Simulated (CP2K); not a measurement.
## Input and output of a self-consistent single point for CdF₂ (Fm-3m, 3 atoms in the cell) (CP2K)

Method: PBE, GPW, DZVP-MOLOPT-SR-GTH basis, GTH-PBE potentials (GTH_POTENTIALS) (CP2K).

The input file:

```
&GLOBAL
  PROJECT cdf2
  RUN_TYPE ENERGY_FORCE
  PRINT_LEVEL LOW
&END GLOBAL
&FORCE_EVAL
  METHOD Quickstep
  STRESS_TENSOR ANALYTICAL
  &DFT
    BASIS_SET_FILE_NAME BASIS_MOLOPT
    POTENTIAL_FILE_NAME GTH_POTENTIALS
    &QS
      METHOD GPW
      EPS_DEFAULT 1E-10
    &END QS
    &MGRID
      CUTOFF 550
      REL_CUTOFF 50
      NGRIDS 5
    &END MGRID
    &SCF
      SCF_GUESS ATOMIC
      EPS_SCF 1E-6
      MAX_SCF 100
      ADDED_MOS 5
      &DIAGONALIZATION
        ALGORITHM STANDARD
      &END DIAGONALIZATION
      &MIXING
        METHOD BROYDEN_MIXING
        ALPHA 0.2
        NBUFFER 8
      &END MIXING
    &END SCF
    &KPOINTS
      SCHEME MONKHORST-PACK 7 7 7
    &END KPOINTS
    &XC
      &XC_FUNCTIONAL PBE
      &END XC_FUNCTIONAL
    &END XC
    &PRINT
      &MO
        EIGENVALUES T
        OCCUPATION_NUMBERS T
        NDIGITS 8
        FILENAME mo
        &EACH
          QS_SCF 0
        &END EACH
        ADD_LAST NUMERIC
      &END MO
      &MULLIKEN OFF
      &END MULLIKEN
    &END PRINT
  &END DFT
  &SUBSYS
    &CELL
      A 3.80689000 0.00000000 0.00000000
      B 1.90344500 3.29686400 0.00000000
      C 1.90344500 1.09895500 3.10831300
      PERIODIC XYZ
    &END CELL
    &COORD
      SCALED
      Cd       0.00000000     0.00000000     0.00000000
      F        0.25000000     0.25000000     0.25000000
      F        0.75000000     0.75000000     0.75000000
    &END COORD
    &KIND Cd
      BASIS_SET DZVP-MOLOPT-SR-GTH-q12
      POTENTIAL GTH-PBE-q12
    &END KIND
    &KIND F
      BASIS_SET DZVP-MOLOPT-SR-GTH-q7
      POTENTIAL GTH-PBE-q7
    &END KIND
  &END SUBSYS
  &PRINT
    &FORCES ON
    &END FORCES
    &STRESS_TENSOR ON
    &END STRESS_TENSOR
  &END PRINT
&END FORCE_EVAL
```

Output, abridged:

```
 GLOBAL| Method name                                                        CP2K
 GLOBAL| Project name                                                       cdf2
 GLOBAL| Run type                                                   ENERGY_FORCE

 TOTAL NUMBERS AND MAXIMUM NUMBERS

  Total number of            - Atomic kinds:                                   2
                             - Atoms:                                          3
                             - Shell sets:                                     3
                             - Shells:                                        17
                             - Primitive Cartesian functions:                 15
                             - Cartesian basis functions:                     58
                             - Spherical basis functions:                     51

  Maximum angular momentum of- Orbital basis functions:                        3
                             - Local part of the GTH pseudopotential:          2
                             - Non-local part of the GTH pseudopotential:      4

 SCF PARAMETERS         Density guess:                                    ATOMIC
                        max_scf:                                             100
                        max_diis:                                              4
                        eps_scf:                                        1.00E-06
                        eps_diis:                                       1.00E-01
                        eps_eigval:                                     1.00E-05
                        level_shift [a.u.]:                             0.000000
                        added MOs                                         5    0
                        Mixing method:                            BROYDEN_MIXING
                                                charge density mixing in g-space
                        No outer SCF

 Extrapolation method: initial_guess

 Number of electrons:                                                         26
 Number of occupied orbitals:                                                 13
 Number of molecular orbitals:                                                18

 Number of orbital functions:                                                 51
 Number of independent orbital functions:                                     51

 SCF WAVEFUNCTION OPTIMIZATION

  Step     Update method      Time    Convergence         Total energy    Change
     1 NoMix/Diag. 0.20E+00      -     1.91206012       -94.6259049590 -9.46E+01
     2 Broy./Diag. 0.20E+00      -     0.05274339       -91.3900966941  3.24E+00
     3 Broy./Diag. 0.20E+00      -     0.05380947       -93.4922871036 -2.10E+00
     4 Broy./Diag. 0.20E+00      -     0.01667817       -94.6836630046 -1.19E+00
     5 Broy./Diag. 0.20E+00      -     0.01227760       -94.4038419765  2.80E-01
     6 Broy./Diag. 0.20E+00      -     0.00080450       -94.6427890671 -2.39E-01
     7 Broy./Diag. 0.20E+00      -     0.00030820       -94.6287174976  1.41E-02
     8 Broy./Diag. 0.20E+00      -     0.00013556       -94.6314364000 -2.72E-03
     9 Broy./Diag. 0.20E+00      -     0.00007091       -94.6298910855  1.55E-03
    10 Broy./Diag. 0.20E+00      -     0.00001928       -94.6302534335 -3.62E-04
    11 Broy./Diag. 0.20E+00      -     0.00002287       -94.6301016307  1.52E-04
    12 Broy./Diag. 0.20E+00      -     0.00000105       -94.6301181141 -1.65E-05
    13 Broy./Diag. 0.20E+00      -     0.00000021       -94.6301157805  2.33E-06

  *** SCF run converged in    13 steps ***

  Electronic density on regular grids:        -25.9999999951        0.0000000049
  Core density on regular grids:               25.9999999983       -0.0000000017
  Total charge density on r-space grids:        0.0000000032
  Total charge density g-space grids:           0.0000000032

  Overlap energy of the core charge distribution:               0.00000000001316
  Self energy of the core charge distribution:               -202.48241092734108
  Core Hamiltonian energy:                                     60.73891856175562
  Hartree energy:                                              63.18484036661935
  Exchange-correlation energy:                                -16.07146378157205

  Total energy:                                               -94.63011578052500

 ENERGY| Total FORCE_EVAL ( QS ) energy [hartree]            -94.630116117410353

 FORCES| Atomic forces [hartree/bohr]
 FORCES|   Atom     x               y               z               |f|
 FORCES|      1 -4.34756488E-12  8.51766848E-09 -2.38554289E-09   8.84542312E-09
 FORCES|      2  9.38835908E-07  5.60827190E-07  3.72378615E-07   1.15525142E-06
 FORCES|      3 -9.38851781E-07 -5.70345400E-07 -3.69580376E-07   1.15901950E-06
 FORCES| Sum    -2.02200875E-11 -1.00054124E-09  4.12696267E-10
 FORCES| Total atomic force                                       1.08250165E-09

 STRESS| Analytical stress tensor [bar]
 STRESS|                        x                   y                   z
 STRESS|      x        7.66509039010E+04   2.61274005005E+02   1.84748588765E+02
 STRESS|      y        2.61274005005E+02   7.63488809461E+04   1.06879448474E+02
 STRESS|      z        1.84748588765E+02   1.06879448474E+02   7.62733752866E+04
 STRESS| 1/3 Trace                                             7.64243867112E+04
```

The run converged in 13 iterations.

The starting cell comes from a database of computed structures (which also holds hypothetical and non-ambient phases and stackings), without a prior relaxation at this level. Its lattice was rescaled by a random factor within 2.5 % of one. Values carry the incompleteness of an atom-centred basis. With a pressure of about 8 GPa the cell is away from its equilibrium volume at this level.
